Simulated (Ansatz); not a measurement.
Formation energies of neutral defects against the elements (graphite for carbon, diatomic gases, S8), in metastable zinc-blende AlN (eV), each at one geometry relaxed with PBE and evaluated in Ansatz (a program for electronic structure) with PBE, r2SCAN. Cell and caveats: 64-site cell; 2×2×2 shifted k-points; charged states image-corrected; no spin–orbit coupling; no Hubbard U; corrections pass 1 eV, so highly charged states may be off by several tenths; flagged in the runs: for some of the defects a doubtful potential alignment, a strain field that reaches the edge of the cell.

| defect | PBE | r2SCAN |
|---|---|---|
| Gd on the Al site | 2.01 | 1.96 |
| Si on the N site | 8.35 | 8.81 |
| O on the N site | -0.57 | -0.21 |
| Al vacancy | 8.95 | 9.28 |
| In on the Al site | 3.56 | 3.41 |
| Zr on the Al site | 2.41 | 2.41 |
| Ce on the Al site | 3.18 | 2.94 |
| Si on the Al site | 2.23 | 2.78 |
| Ga on the Al site | 1.84 | 1.88 |

PBE less r2SCAN: over the 9 rows with both numbers (drawn at random from the settled rows of this host; unsettled states are left out), mean -0.14 eV, median -0.04 eV, mean size 0.24 eV, from -0.55 to 0.24 eV.
